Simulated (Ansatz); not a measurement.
SnO (model structure, F-43m, No. 216, 2 atoms in the cell), treated with PBEsol in Ansatz (PAW).

Settings: plane-wave cutoff 520 eV, 18×18×18 k mesh, Fermi–Dirac smearing 0.05 eV, scalar-relativistic PAW data made under PBE.

Cell (relaxed at this level):

SnO is modelled in the cubic space group F-43m (No. 216), the zinc blende structure, Pearson symbol cF8. Conventional cell: a = 5.375 Å, b = 5.375 Å, c = 5.375 Å, α = 90.00°, β = 90.00°, γ = 90.00°. O on 4d has 4 Sn at 2.327 Å (tetrahedral). Sn on 4a is coordinated by 4 O at 2.327 Å (tetrahedral). (Neighbours: up to the widest gap in distance over summed covalent radii, below 1.35, at either atom; cation-cation and far metal-metal contacts left out.)
(The calculation used a cell of 2 atoms; values per cell refer to that cell.)

### Question
Predict the bulk modulus.

### Answer

- bulk modulus = 66.9 GPa

The run finds no gap.

Note: the bulk modulus is −V dP/dV from two relaxed cells at ±2 % in volume; the relaxation could raise the start's symmetry but not lower it, so the cell can be a saddle point.

Spin–orbit coupling is not included; it can open a gap where bands touch, and shift volumes and moduli.

The computed numbers hold no vibrational or temperature effects.

It cost around 80 core-seconds (rough) of CPU time.

A model structure was made by putting elements into a prototype or built by hand; it is no filed structure, need not be a known phase, and can be a saddle point held by its symmetry.

Ansatz is a first-principles code.
